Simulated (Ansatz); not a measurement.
Base system: TiAl (space group P4/mmm, No. 123; relaxed with 0.1 eV smearing).

```
TiAl
1.0
    2.76616     0.00000     0.00000
    0.00000     2.76616     0.00000
    0.00000     0.00000     4.00209
Ti Al
1 1
Direct
  0.00000   0.00000   0.00000
  0.50000   0.50000   0.50000
```

Cartesian axes are those of the cell as printed.

Method: LDA, PAW, 420 eV (Ansatz, a quantum-chemistry and plane-wave program; no SOC).

It is then changed as follows: uniaxial strain ε_xx = +1.50 %, all other strain components held at zero; the atoms relax in the strained cell.

Task: Predict the stress tensor and what it implies for the stiffness.

Result: Stress of the strained cell less that of the base (GPa, compression positive):
```
   -3.0     0.0     0.0
    0.0    -1.0     0.0
    0.0     0.0    -1.4
```

Then −Δσ_ii/ε with ε = 0.0150 gives secant stiffness values (nonlinear terms included at this strain): C11 ≈ 201 GPa, C12 ≈ 67 GPa and C13 ≈ 96 GPa.

No phonon test of stability was made. All final runs are without spin polarisation.
